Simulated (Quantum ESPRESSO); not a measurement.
Worked example: self-consistent single point of B3Ru7 (P6_3mc, 20 atoms in the cell) in Quantum ESPRESSO.

Level of theory: LDA (PZ), GBRV 1.5 ultrasoft (LDA) pseudopotentials (plane waves; Quantum ESPRESSO).

```
CELL_PARAMETERS angstrom
      7.51063     0.00000     0.00000
     -3.75532     6.50440     0.00000
      0.00000     0.00000     4.73592
ATOMIC_POSITIONS crystal
  B  0.18956 0.81044 0.83322
  B  0.37912 0.18956 0.33322
  B  0.18956 0.37912 0.83322
  B  0.81044 0.18956 0.33322
  B  0.62088 0.81044 0.83322
  B  0.81044 0.62088 0.33322
  Ru 0.12120 0.87880 0.24320
  Ru 0.24240 0.12120 0.74320
  Ru 0.12120 0.24240 0.24320
  Ru 0.87880 0.12120 0.74320
  Ru 0.75760 0.87880 0.24320
  Ru 0.87880 0.75760 0.74320
  Ru 0.33333 0.66667 0.07160
  Ru 0.66667 0.33333 0.57160
  Ru 0.45672 0.54328 0.57035
  Ru 0.91344 0.45672 0.07035
  Ru 0.45672 0.91344 0.57035
  Ru 0.54328 0.45672 0.07035
  Ru 0.08656 0.54328 0.57035
  Ru 0.54328 0.08656 0.07035
```

Reference input (self-consistent single point, DFT, LDA (PZ), plane waves, GBRV 1.5 ultrasoft (LDA) pseudopotentials): ecutwfc = 40 Ry; ecutrho = 320 Ry; occupations = smearing; smearing = fd; degauss = 0.0099958 Ry; potentials = {B: b_lda_v1.4.uspp.F.UPF, Ru: ru_lda_v1.2.uspp.F.UPF}; K_POINTS = automatic 3 3 5 0 0 0; conv_thr = 1e-10 Ry; mixing_beta = 0.3. This run's input differs from it in these lines:

```diff
@@ -18,3 +18,3 @@
   smearing = 'fd',
-  degauss = 0.0099958,
+  degauss = 0.002205,
 /
@@ -49,3 +49,3 @@
 K_POINTS automatic
-3 3 5  0 0 0
+4 4 5  0 0 0
```

Output (repeated stretches shortened):

```
     Self-consistent Calculation

     iteration #  1     ecut=    40.00 Ry     beta= 0.30

     negative rho (up, down):  9.699E-01 0.000E+00

     total energy              =   -2756.31893196 Ry
     estimated scf accuracy    <      28.63477451 Ry

     iteration #  2     ecut=    40.00 Ry     beta= 0.30

     negative rho (up, down):  9.690E-01 0.000E+00

     total energy              =   -2760.44165573 Ry
     estimated scf accuracy    <       1.23202451 Ry

     iteration #  3     ecut=    40.00 Ry     beta= 0.30

     negative rho (up, down):  9.685E-01 0.000E+00

     total energy              =   -2760.47716594 Ry
     estimated scf accuracy    <       0.50837922 Ry

   [... 12 blocks of this kind left out ...]

     iteration # 16     ecut=    40.00 Ry     beta= 0.30

     negative rho (up, down):  9.595E-01 0.000E+00

     total energy              =   -2760.59534703 Ry
     estimated scf accuracy    <          1.3E-10 Ry

     iteration # 17     ecut=    40.00 Ry     beta= 0.30

     negative rho (up, down):  9.595E-01 0.000E+00
     End of self-consistent calculation

   [... 16 lines left out ...]

   [... 16 lines left out ...]

     the Fermi energy is    21.1783 ev

!    total energy              =   -2760.59534703 Ry
     estimated scf accuracy    <          1.1E-11 Ry
     smearing contrib. (-TS)   =      -0.00396043 Ry
     internal energy E=F+TS    =   -2760.59138660 Ry

     convergence has been achieved in  17 iterations

     negative rho (up, down):  9.595E-01 0.000E+00

     Forces acting on atoms (cartesian axes, Ry/au):

     atom    1 type  1   force =    -0.00030105    0.00017381   -0.00022719
     atom    2 type  1   force =    -0.00030105   -0.00017381   -0.00022719
     atom    3 type  1   force =     0.00000000   -0.00034762   -0.00022719
     atom    4 type  1   force =     0.00030105   -0.00017381   -0.00022719
   [... lines left out ...]
     Total force =     0.014439     Total SCF correction =     0.000017
   [... lines left out ...]

     negative rho (up, down):  9.595E-01 0.000E+00
          total   stress  (Ry/bohr**3)                   (kbar)     P=     -156.52
  -0.00107520   0.00000000   0.00000000         -158.17        0.00        0.00
   0.00000000  -0.00107520   0.00000000            0.00     -158.17        0.00
   0.00000000   0.00000000  -0.00104157            0.00        0.00     -153.22

   JOB DONE.
```

The run converged in 17 iterations. Against the reference run the free energy rises by 25.3 meV/atom, the pressure goes from -15.07 to -15.65 GPa and the largest force goes from 0.158 to 0.122 eV/Å.

The starting cell comes from a database of computed structures (which also holds hypothetical and non-ambient phases and stackings), without a prior relaxation at this level. Its lattice was rescaled by a random factor within 2.5 % of one. Spin polarisation is off. With a pressure of about -16 GPa the cell is away from its equilibrium volume at this level.

Cost on one core of a shared machine: roughly 10 min.
